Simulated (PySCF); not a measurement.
PySCF 2.14.0, B3LYP/def2-svp: all-trans C8H18 (CCCCCCCC), 26 atoms. The geometry is a generated start, not checked to be a minimum at this level.

```
Property                                   Value
-------------------  ---------------------------
task                                      energy
method                                     b3lyp
basis                                   def2-svp
two-electron scheme  exact four-centre integrals
mol.max_memory                           3000 MB
mf.init_guess                    minao (default)
mf.DIIS                          CDIIS (default)
mf.diis_space                        8 (default)
mf.conv_tol                      1e-09 (default)
mf.grids.level                       3 (default)
basis functions                              202
grid points                               289488
```

Hardware: Arm Neoverse V2, 96 cores on 1 socket, no SMT, 1 L3 cache group.

Each set of copies ran two to five times on the otherwise empty node; times are medians from launch to the last exit. Unless noted, each process is bound to its own block of adjacent cores. Build: PyPI wheel: OpenMP (GNU), a bundled serial OpenBLAS 0.3.3 under its C layer, NumPy's threaded OpenBLAS held to generic ARMv8 kernels, libcint, Libxc. Other compilers and libraries give other times. Scratch files lie in a memory file system.

Ways to fill 88 cores (the node offers 329 GiB):
- 11 copies of 8 threads, 1 BLAS thread
- 2 copies of 44 threads, 1 BLAS thread
- 44 copies of 2 threads, 1 BLAS thread
- 22 copies of 4 threads, 1 BLAS thread
- 4 copies of 22 threads, 1 BLAS thread
- 88 threads, 1 BLAS thread

Task: For throughput over a long queue of such jobs, how should the node be filled?

Result: 44 copies of 2 threads, 1 BLAS thread: 3800 jobs an hour; within 8 % of it: 22 copies of 4 threads, 1 BLAS thread. At the low end 88 threads, 1 BLAS thread gives 980. The best is the narrowest job tried, and narrower ones have no timing here.

| way | time till all copies end | jobs an hour | memory in all, scratch files included |
|---|---|---|---|
| 44 copies of 2 threads, 1 BLAS thread | 41 s | 3800 | 98 GiB |
| 22 copies of 4 threads, 1 BLAS thread | 22 s | 3700 | 49 GiB |
| 11 copies of 8 threads, 1 BLAS thread | 12 s | 3400 | 25 GiB |
| 4 copies of 22 threads, 1 BLAS thread | 5.4 s | 2600 | 9.4 GiB |
| 2 copies of 44 threads, 1 BLAS thread | 3.8 s | 1900 | 4.9 GiB |
| 88 threads, 1 BLAS thread | 3.7 s | 980 | 2.7 GiB |

1 planned setting was not run, for want of time.
